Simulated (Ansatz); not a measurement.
Take BaHfO$_{3}$ in the cubic perovskite structure (space group Pm-3m, No. 221; a = 4.206 Å) as the base.

The values are results of PBE (Ansatz, a first-principles code, PAW, no spin-orbit coupling), not measurements.

Strains are applied to the cell and any free atomic positions relax.

One change was made to it. Results:

The smallest direct gap falls by 0.02 eV (3.76 eV → 3.74 eV); the energy grows by 2.3 meV/atom; the electron mass (degenerate bands, along [100]) becomes 0.35, 0.35, 2.4 mₑ (at Γ) (base: 0.35, 0.35, 2.3 mₑ (at Γ)); the band gap falls by 0.04 eV to 3.58 eV.

Q: Which change produced these results?
(A) isotropic strain +0.60 %
(B) isotropic strain +1.80 %
(C) isotropic strain +3.00 %

A: A, isotropic strain +0.60 %. For comparison, the band gap in the other runs: isotropic strain +3.00 % gives 3.42 eV; isotropic strain +1.80 % gives 3.50 eV.

With Hf present, leaving out spin-orbit coupling can change the band edges. Effective masses come from finite differences of ±0.01 Å⁻¹. No phonon test of stability was made.
